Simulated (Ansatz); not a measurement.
# What uniaxial strain ε_zz = +1.00 % does to ZrB2

Consider ZrB2 (space group P6/mmm, No. 191; a = 3.155 Å, c = 3.506 Å; relaxed with 0.1 eV smearing). Axes: x lies along a and z along c of the hexagonal cell.

Now apply this change: the cell is stretched by 1.00 % along z with no lateral relaxation; the atoms relax in the strained cell.

Computed with DFT with PBEsol, PAW potentials and a 420 eV plane-wave cutoff in Ansatz (a quantum-chemistry and plane-wave program), spin-orbit coupling left out. Settings: 21×21×17 k-points, 0.1 eV Fermi–Dirac smearing.

The space group is still P6/mmm (No. 191) and the energy grows by 1.4 meV/atom. The pressure (mean of the normal stresses, compression positive) goes from zero to -2.3 GPa and the band gap stays zero. The stress (xx, yy, zz, yz, xz, xy; compression positive) is (-1.2, -1.2, -4.4, 0.0, 0.0, 0.0) GPa.

Stability against distortions was not tested. The final runs are not spin-polarised.
